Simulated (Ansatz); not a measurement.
System: B-vacancy pair (B on one host C site, one C site vacant) in 4H silicon carbide (charge state +1). Level of theory: PBE, PAW (plane waves to 420 eV; Ansatz, a program for electronic structure).

Cell of 72 host sites held at the relaxed PBE lattice; the Γ point alone; Fermi-Dirac width 0.01 eV, spin-restricted; finite-size errors left in. Energies are static. The charge state is imposed; whether it is stable for some Fermi level was not computed. Forms of the defect that were not tried may lie lower. The order of the sites in energy changes with the mesh.

Barriers: single points on a 2×2×2 k-point mesh shifted by half a step along c at the bands' geometries (they differ from the bands' own by up to 0.51 eV, and are uncertain by about as much).

The step: a nearby C atom hops onto the vacant site (B-vacancy distance between ideal sites 3.09 Å throughout). Atoms about the jump, Cartesian Å from the middle of the jump, before and after:

```csv
atom,x0,y0,z0,x1,y1,z1
C1,-0.78,-1.35,0.00,0.78,1.35,0.00
Si2,0.78,-0.59,0.69,0.90,-0.38,0.69
Si3,-2.32,-0.46,0.68,-2.39,-0.42,0.70
Si4,-0.83,2.28,0.70,-0.76,2.24,0.68
Si5,0.78,1.32,-1.99,0.79,1.35,-1.90
Si6,-0.78,-1.36,-1.90,-0.76,-1.34,-1.99
C7,-2.30,1.32,0.03,-2.30,1.33,0.03
C8,0.78,-0.46,-2.50,0.79,-0.45,-2.50
Si9,-2.32,1.32,-1.89,-2.31,1.35,-1.89
C10,-2.32,-0.46,-2.50,-2.31,-0.45,-2.48
C11,-0.76,2.22,-2.48,-0.76,2.24,-2.50
B12,0.78,-0.41,2.56,0.74,-0.47,2.56
C13,2.34,-1.35,0.00,2.34,-1.35,0.00
C14,-2.34,-0.45,2.56,-2.33,-0.46,2.57
C15,-0.77,2.25,2.57,-0.78,2.25,2.56
Si16,-0.80,0.45,3.20,-0.79,0.47,3.20
Si17,-0.75,-3.14,0.68,-0.77,-3.22,0.70
Si18,2.40,2.28,0.70,2.34,2.22,0.68
Si19,2.34,-1.36,-1.90,2.35,-1.35,-1.90
```

Question: Predict the transition state.

Answer: 
```tsv
atom	x	y	z
C1	-0.31	0.19	-0.22
Si2	1.00	-0.57	0.75
Si3	-2.26	-0.30	0.64
Si4	-0.86	2.13	0.64
Si5	0.68	1.24	-1.91
Si6	-0.73	-1.20	-1.92
C7	-2.51	1.46	0.02
C8	0.85	-0.48	-2.61
Si9	-2.37	1.38	-1.89
C10	-2.32	-0.41	-2.50
C11	-0.80	2.23	-2.50
B12	0.83	-0.47	2.59
C13	2.46	-1.41	-0.03
C14	-2.29	-0.44	2.52
C15	-0.76	2.21	2.53
Si16	-0.76	0.44	3.19
Si17	-0.79	-3.19	0.72
Si18	2.38	2.29	0.72
Si19	2.37	-1.36	-1.93
```
It lies 5.01 eV above the start and 5.01 eV above the end. The saddle point's order was not checked, and it lies on a symmetry element of the cell, where a band can be held.
